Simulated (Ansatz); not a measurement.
Gap of a (6,0) MgO nanotube at several levels, all on one geometry.

Levels: PBE (plane waves to 420 eV, PAW; Ansatz, a first-principles code); r2SCAN (plane waves to 500 eV, PAW; Ansatz); Ansatz with HSE06. Unmarked values and the geometry are of the first. Mesh 1×1×6. No spin polarisation. One-dimensional cell, images about 11 Å apart. A hypothetical model, rolled from the flat sheet. Symmetry and one short period hold its shape; lower forms weren't sought. HSE06 ran on a 1×1×4 mesh and at PBE's edge points.

| level | gap (eV) |
|---|---|
| PBE | 3.11 |
| r2SCAN | 3.60 |
| HSE06 | ___ |

Question: Some entries are withheld; supply them.

Answer: 
- HSE06, gap (eV): 4.50
